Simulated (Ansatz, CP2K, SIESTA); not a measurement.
# One structure in several programs: HfIr₃ (P1, 4 atoms in the cell)

Self-consistent single point, at a second geometry (atoms moved at random). First geometry:

```
HfIr3
1.0
    3.87090     0.00000     0.00000
    0.00000     3.87090     0.00000
    0.00000     0.00000     3.87090
Hf Ir
1 3
Cartesian
  0.00000   0.00000   0.00000
  0.00000   1.93545   1.93545
  1.93545   0.00000   1.93545
  1.93545   1.93545   0.00000
```

Second geometry:
```yaml
crystal:
  lattice:
    - [3.87090, 0.00000, 0.00000]
    - [0.00000, 3.87090, 0.00000]
    - [0.00000, 0.00000, 3.87090]
  atoms:
    - { symbol: Hf, position: [0.98620, 0.99563, 0.01379] }
    - { symbol: Ir, position: [0.00971, 0.50332, 0.50451] }
    - { symbol: Ir, position: [0.50465, 0.99334, 0.48997] }
    - { symbol: Ir, position: [0.49945, 0.50771, 0.99173] }
```

Shared settings, as Ansatz (a program for electronic structure) writes them: kpoints.mp_grid.grid = 7 7 7; scf.occupations.method = gaussian; scf.occupations.width = 0.2 eV. Potentials and cutoffs stand in the table.

```tsv
code	model	ΔF from the first geometry (meV/atom)	pressure (GPa)	largest force (eV/Å)	cutoff
SIESTA	GGA PBEsol, numerical atomic orbitals DZP, PseudoDojo PBEsol standard norm-conserving potentials (rewritten from UPF to PSML)	31.2	14.64	1.605	grid 300 Ry
CP2K	PBEsol, GPW, DZVP-MOLOPT-SR-GTH basis, GTH-PBE potentials (GTH_POTENTIALS)	27.0	13.98	1.426	grid 500 Ry
Ansatz	PBEsol, PAW files made with PBE	28.0	14.96	1.495	default
```

Size of the force on each atom (eV/Å): Sizes of forces hide their directions.

| code | Hf1 | Ir2 | Ir3 | Ir4 |
|---|---|---|---|---|
| SIESTA | 1.605 | 0.739 | 1.281 | 0.930 |
| CP2K | 1.426 | 0.634 | 1.078 | 0.781 |
| Ansatz | 1.495 | 0.635 | 1.118 | 0.798 |

On Ansatz's run: spin-orbit coupling is off. Spin polarisation is off.

The spread over the programs that give each value: ΔF from the first geometry within 4.2 meV/atom; pressure within 0.98 GPa; largest force within 0.179 eV/Å.

SIESTA and CP2K use small atom-centred bases, whose incompleteness enters pressures, forces and empty levels differently from a plane-wave cutoff. Ansatz's pressure is given at a fixed set of plane waves, as the other plane-wave codes print theirs; with its correction for the finite basis it is 15.05 GPa.

The starting cell comes from a database of computed structures (which also holds hypothetical and non-ambient phases and stackings), without a prior relaxation at this level. Its lattice was rescaled by a random factor within 2.5 % of one. For this run, on top of that: atoms moved at random.

Keys are those of Ansatz 0.2.
